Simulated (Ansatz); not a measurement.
An Ansatz (a quantum-chemistry and plane-wave program) run: Pt with a change (isotropic strain +2.00 %); DFT with PBE, PAW potentials and a 420 eV plane-wave cutoff in Ansatz, without spin-orbit coupling.

Input:

Ansatz 0.2 input:
```yaml
crystal:
  lattice:
    - [0, 2.0257507832, 2.0257507832]
    - [2.0257507832, 0, 2.0257507832]
    - [2.0257507832, 2.0257507832, 0]
  atoms:
    - { symbol: Pt, position: [0, 0, 0] }
basis: { ecutwfc: 420, ecutrho_ratio: 4, xc_grid: 2, fft_grid_basis: typed }
kpoints: { mp_grid: { grid: [28, 28, 28] } }
hamiltonian:
  xc: pbe
  dispersion: none
  pseudopotentials: { kind: paw }
scf: { occupations: { method: fermi_dirac, width: 0.1 }, convergence: { dr2_threshold: 0.0000000001 } }
relax: { f_tol: 0.005, max_steps: 50 }
output: { forces: true, stress: true }
checkpoint: { write: state.ck, write_every: 1000 }
```

Output:

```
Relaxation: its limit of steps is 50 (relax.max_steps)
WARN ansatz: RAYON_NUM_THREADS=1 ignored (pool sized by the plan → 1); use --threads N
Pseudopotentials: kind: paw
Pseudopotential: Pt, paw, valence charge 18
Functional definition: PBE
Crystal: 1 atoms, lattice volume = 16.626 Å³
Basis set: ecut = 420 eV, 331 PW (Γ), exchange–correlation on 40×40×40 points (8 copies of the dense FFT grid, shifted against one another)
Bands: 13, of which v1, the nominal top of the filled ones, is band 9 counted from 1 (8 counted from 0)
Symmetry: 48 space group operations
Space group: Fm-3m (ITA 225), of the structure as read, at distance tolerance 2.6e-5 Å
k-points: 624 of 21952
Initial density: superposition of atomic densities (neutral atoms: chi_scale 0, normalization atom), corrected by the library's trained network
Initial wavefunctions: pseudopotential atomic-orbital guess
Eigensolver: davidson
Functional: x = pbe(κ = 0.804, μ = 0.2195149727645171), c = pbe(β = 0.06672455060314922)
SCF iter   1: F=—  HF=-12523.005077 eV  |F-HF|=—  |Δ(HF+E_count)|=         —  Δρ=3.30e-3  dr2=3.30e-4  ethr=1.77e-3  ⟨swp⟩=5.0  Hψ=43579  notcnv=0
all-band conjugate gradients solve this SCF's bands
preconditioner: auto → none
SCF iter   2: F=—  HF=-12523.005510 eV  |F-HF|=—  |Δ(HF+E_count)|=   4.33e-4  Δρ=1.80e-3  dr2=1.02e-4  ethr=1.84e-6  ⟨swp⟩=2.6  Hψ=17481  notcnv=0
SCF iter   3: F=—  HF=-12523.005643 eV  |F-HF|=—  |Δ(HF+E_count)|=   1.33e-4  Δρ=1.06e-4  dr2=5.31e-7  ethr=5.69e-7  ⟨swp⟩=2.0  Hψ=11091  notcnv=0
SCF iter   4: F=—  HF=-12523.005642 eV  |F-HF|=—  |Δ(HF+E_count)|=   1.65e-6  Δρ=2.18e-5  dr2=2.14e-8  ethr=2.95e-9  ⟨swp⟩=2.5  Hψ=12960  notcnv=0
SCF iter   5: F=—  HF=-12523.005642 eV  |F-HF|=—  |Δ(HF+E_count)|=   2.34e-8  Δρ=1.08e-5  dr2=1.78e-8  ethr=1.19e-10  ⟨swp⟩=2.0  Hψ=13896  notcnv=0
SCF iter   6: F=—  HF=-12523.005642 eV  |F-HF|=—  |Δ(HF+E_count)|=   5.23e-9  Δρ=1.71e-6  dr2=2.01e-10  ethr=9.87e-11  ⟨swp⟩=2.1  Hψ=11241  notcnv=0
SCF iter   7: F=-12523.005642 eV  HF=-12523.005642 eV  |F-HF|=1.82e-12  |Δ(HF+E_count)|=  7.46e-11  Δρ=1.56e-7  dr2=2.43e-12  ethr=1.00e-12  ⟨swp⟩=4.0  Hψ=24609  notcnv=0
SCF 1 converged in 7 iterations: F = -12523.005642 eV  dr2 = 2.43e-12
relax step   1: F+E_penalty+E_count = -12523.00564152 eV  Δ(F+E_penalty+E_count) = +0.000e0 eV  max|allowed force component| = 0.000e0 eV/Å  Δτ_max = 0.0000 Å  (7 SCF iters, accepted)
SCF converged after 7 iterations
Free energy (F): -12523.005642 eV
Harris-Foulkes:  -12523.005642 eV  (|F-HF|=1.82e-12)
Internal energy: -12522.943858 eV  (E = F + TS)
E sigma→0 (E₀):  -12522.974750 eV
Entropy (-TS):   -0.061784 eV (-61.784 meV/atom)
Fermi energy:    20.528626 eV
--- Per-component energies (eV) ---
  E_band       = -172.185873
  E_kinetic    = 635.058976
  E_local      = -1589.504009  (includes V_loc(G=0)·N_el)
  E_nonlocal   = 199.933509
  E_hartree    = 585.909317
  E_xc         = -260.732101
  E_vxc        = -301.415730  (∫ρ·V_xc dr)
  E_paw        = -9453.772969  (= ΣΔE_a)
  E_vpaw       = -288.077411  (= ΣTr[D̂ρ^β])
  E_aug_tail   = 0.000218  (compensation charges beyond the density's cutoff)
  E_ewald      = -2639.836799
  E_smearing   = -0.061784  (= −TS)
  E_closure    = 0.000000  (closes the sum)
  Σ components = -12523.005642   (vs F -12523.005642, Δ=0.00e0)
  [band-id]    e_kinetic+e_local+e_nonlocal+2·e_hartree+e_vxc+e_vpaw+e_augmentation_tail = -172.185812   (vs E_band -172.185873, Δ=6.05e-5)
--- Forces (eV/Å), atoms counted from 1 ---
  atom   1  Pt    -0.00000000     0.00000000    -0.00000000
  max |Σ_I F_I| component: 9.45e-32 eV/Å
--- Stress (GPa, compression-positive) ---
      -12.419339      -0.000000       0.000000
       -0.000000     -12.419339      -0.000000
        0.000000      -0.000000     -12.419339
  P = ⅓ Tr σ = -12.4193 GPa (-124.193 kbar)
  The stress holds the Pulay correction. Without it, at fixed plane waves, as pw.x and ABINIT print it: P = -12.4807 GPa
  The stress includes an estimate of the error left by incomplete SCF convergence (largest component -0.0002 GPa).
--- Band table ---
  band table: none
--- Relaxed structure (1 steps of the walk, 1 accepted, 0 SCFs on fresh bases) ---
  F+E_penalty+E_count = -12523.00564152 eV   max|allowed force component| = 0.000e0 eV/Å
  atoms:
    - { symbol: Pt, position: [0.0, 0.0, 0.0] }
```

No phonon test of stability was made. The final runs are not spin-polarised. The cell was made from Pt in the fcc (Cu type) structure (space group Fm-3m, No. 225) by this change: isotropic strain +2.00 %. Pt lies near a magnetic instability that expansion can trigger; it was not tested.
